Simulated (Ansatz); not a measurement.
# A computed series for AlRu: response to strain

Start from AlRu in the CsCl type structure (space group Pm-3m, No. 221; a = 3.005 Å; relaxed with 0.1 eV smearing).

Strains are applied to the cell and any free atomic positions relax.

All numbers come from PBE (Ansatz, a program for electronic structure; PAW; 420 eV plane waves; no SOC).

Notes on the quantities. energy relative to the base: free energy F.

```
change                    energy relative to the base   pressure  shortest interatomic distance
------------------------  ---------------------------  ---------  -----------------------------
base                                       0 meV/atom    0.0 GPa                        2.602 Å
isotropic strain −3.00 %                 +77 meV/atom          …                        2.524 Å
isotropic strain −2.50 %                 +53 meV/atom   18.2 GPa                        2.537 Å
isotropic strain −2.00 %                            …   14.0 GPa                        2.550 Å
isotropic strain −1.50 %                 +18 meV/atom   10.2 GPa                        2.563 Å
isotropic strain −1.00 %                +8.0 meV/atom    6.5 GPa                        2.576 Å
isotropic strain −0.50 %                            …    3.2 GPa                        2.589 Å
isotropic strain +0.50 %                +1.9 meV/atom   -2.9 GPa                        2.615 Å
isotropic strain +2.00 %                 +29 meV/atom  -10.6 GPa                        2.654 Å
isotropic strain +3.00 %                            …  -14.8 GPa                        2.680 Å
```

Task: What belongs in the blanks?

Result: 
- isotropic strain −3.00 %, pressure: 22.6 GPa
- isotropic strain −2.00 %, energy relative to the base: +33 meV/atom
- isotropic strain −0.50 %, energy relative to the base: +2.0 meV/atom
- isotropic strain +3.00 %, energy relative to the base: +63 meV/atom

No phonon test of stability was made. All final runs are without spin polarisation.
